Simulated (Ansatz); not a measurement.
The starting structures come from a database of crystals and need not be the phases stable at ambient conditions.

Tunnelling through a barrier is set by its complex band structure: the current falls as exp(−2κd) with the smallest κ.

Here is the system:

```
CELL_PARAMETERS angstrom
      7.14372     0.00000     0.00000
     -0.03961     8.93557     0.00000
      0.03961    -2.22917     8.65304
ATOMIC_POSITIONS crystal
  Ba 0.75000 0.40092 0.40092
  Ba 0.25000 0.59908 0.59908
  Ba 0.04531 0.25230 0.00620
  Ba 0.95469 0.74770 0.99380
  Ba 0.45469 0.00620 0.25230
  Ba 0.54531 0.99380 0.74770
  In 0.91530 0.82585 0.41873
  In 0.08470 0.17415 0.58127
  In 0.58470 0.41873 0.82585
  In 0.41530 0.58127 0.17415
  P  0.93039 0.42581 0.74275
  P  0.06961 0.57419 0.25725
  P  0.56961 0.74275 0.42581
  P  0.43039 0.25725 0.57419
  P  0.52633 0.29281 0.05787
  P  0.47367 0.70719 0.94213
  P  0.97367 0.05787 0.29281
  P  0.02633 0.94213 0.70719
```

Space group of this cell: C2/c. The cell is taken as given; by PBEsol its mean pressure is -1.9 GPa.

Transport runs along the normal of the first two printed cell vectors.

The gap is the functional's own, uncorrected, and κ follows it; spin-orbit coupling is left out. Mid-gap values are interpolated between the computed energies.

Q: Give the band gap and the smallest decay constant κ at mid-gap that PBEsol run with Ansatz (a first-principles code) yields.

A: Gap 1.07 eV on a 4×4×4 mesh; κ = 0.112 1/Å, at the zone centre.
